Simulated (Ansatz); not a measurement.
**Element substitutions in Cs2AgBiBr6**

The parent structure is Cs2AgBiBr6 (space group Fm-3m, No. 225; a = 11.186 Å).

Each row replaces one element on all its sites; cell and atoms are relaxed.

Computed with PBEsol, PAW, 420 eV (Ansatz, a quantum-chemistry and plane-wave program; spin-orbit coupling left out).

Candidates:
(a) Br → F
(b) Ag → Cd
(c) Bi → Pb

Before the change:

| Quantity | Result |
|---|---|
| Lattice parameter a | 11.186 Å |

Problem. Order them by lattice parameter a, highest first.

Solution. (b) Ag → Cd (11.364 Å), (c) Bi → Pb (11.122 Å), (a) Br → F (9.320 Å)

Stability against distortions was not tested. As relaxed here, Cs2CdBiBr6 and Cs2AgPbBr6 are hypothetical phases, not in the database extracts checked. For Cs2AgBiF6 in this form, whether it has been made was not checked. No Hubbard U is applied, and correlation can decide whether such a compound is a metal. The final runs are not spin-polarised. An odd electron count without spin: Cs2CdBiBr6 and Cs2AgPbBr6.
